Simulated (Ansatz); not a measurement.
## BAs (model structure, started from the NiAs type, P6₃/mmc, No. 194, 4 atoms in the cell): lattice parameter a by level of theory

No measured value is used here.

```tsv
level (code)	value (Å)
PBE (Ansatz)	3.267
PBEsol (Ansatz)	(withheld)
PBE-D3(BJ) (Ansatz)	3.221
```

Question: Some entries are withheld; supply them.

Answer: 
- PBEsol (Ansatz, a program for electronic structure), value (Å): 3.225

Ansatz's density-functional and Hartree–Fock values are scalar-relativistic unless marked +SOC, with PAW data made under PBE.

A model structure was made by putting elements into a prototype or built by hand; it is no filed structure, need not be a known phase, and can be a saddle point held by its symmetry.
